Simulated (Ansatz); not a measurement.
System: MoBSi (model structure, started from the MoAlB type, Cmcm, No. 63, 6 atoms in the cell). Method: r²SCAN (Ansatz, an electronic-structure program, plane waves, PAW).

Run with plane-wave cutoff 560 eV, 18×18×18 k mesh, Fermi–Dirac smearing 0.05 eV, no spin polarisation, scalar-relativistic PAW data made under PBE.

Cell (relaxed at this level):

MoBSi is modelled in the orthorhombic space group Cmcm (No. 63), Pearson symbol oS12. Conventional cell: a = 3.1336 Å, b = 13.3021 Å, c = 3.1440 Å, α = 90.00°, β = 90.00°, γ = 90.00°. Si on 4c has 1 B at 2.257 Å and 4 Si at 2.558 Å and 5 Mo at 2.585–2.597 Å. B on 4c is coordinated by 2 B at 1.794 Å and 1 Si at 2.257 Å and 6 Mo at 2.384–2.408 Å. Mo on 4c sees 6 B at 2.384–2.408 Å and 5 Si at 2.585–2.597 Å and 6 Mo at 3.134–3.150 Å. (Neighbours: up to the widest gap in distance over summed covalent radii, below 1.35, at either atom; cation-cation and far metal-metal contacts left out.)
(The calculation used a cell of 6 atoms; values per cell refer to that cell.)

Estimate the bulk modulus that the calculation returns.


- bulk modulus: 260 GPa

Note: the run has no spin polarisation, so it can have missed a magnetic state; the bulk modulus is −V dP/dV from two relaxed cells at ±2 % in volume; the relaxation could raise the start's symmetry but not lower it, so the cell can be a saddle point.

Static lattice: no zero-point or thermal effects.

Computing time: about 23 core-minutes (a rough figure).

A model structure was made by putting elements into a prototype or built by hand; it is no filed structure, need not be a known phase, and can be a saddle point held by its symmetry.
